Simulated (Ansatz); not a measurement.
Base system: Mo in the bcc (W type) structure (space group Im-3m, No. 229; a = 3.1510 Å; relaxed with 0.1 eV smearing). Axes: x, y, z lie along the cube axes.

Method: r2SCAN (Ansatz, a program for electronic structure; PAW; 500 eV plane waves; no spin-orbit coupling).

Base values:

* **Pressure**: 0.0 GPa
* **Shortest interatomic distance**: 2.729 Å

Perturbation: strain tensor (xx, yy, zz, yz, xz, xy) = (+1.70, +0.11, +0.69, +1.10, +0.36, −1.46) %, atoms relaxed at fixed cell.

Predict the new pressure, energy relative to the base and shortest interatomic distance.

The pressure (mean of the normal stresses, compression positive) goes from zero to -6.1 GPa; the energy grows by 16 meV/atom; the shortest interatomic distance shrinks by 0.030 Å (2.729 Å → 2.699 Å).

Stability against distortions was not tested. The final runs are not spin-polarised.
